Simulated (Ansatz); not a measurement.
The cell is made up: elements placed on another compound's structure type, so the phase may be hypothetical.

By r2SCAN, the system below comes out a metal.

Consider the following.

```yaml
crystal:
  lattice:
    - [6.22288, 0.00000, 0.00000]
    - [-3.11144, 5.38917, 0.00000]
    - [3.11144, 1.79639, 2.54048]
  atoms:
    - { symbol: Hf, position: [0.50000, 0.50000, 0.00000] }
    - { symbol: Hf, position: [0.50000, 0.00000, 0.00000] }
    - { symbol: Hf, position: [0.00000, 0.50000, 0.00000] }
    - { symbol: N, position: [0.50000, 0.00000, 0.50000] }
    - { symbol: N, position: [0.50000, 0.50000, 0.50000] }
    - { symbol: N, position: [0.00000, 0.00000, 0.50000] }
```

Space group of this cell: Pm-3m. The cell was relaxed by PBE-D3(BJ); by r2SCAN its mean pressure is 0.6 GPa.

The current flows along the normal of the first two printed cell vectors. No spin-orbit coupling; the value is a mean over 0.1 eV about the Fermi level.

Task: Compute, with Ansatz (a first-principles code) with r2SCAN, the ballistic conductance per area.

Result: 0.61 × 10¹⁵ S/m² for both spins.
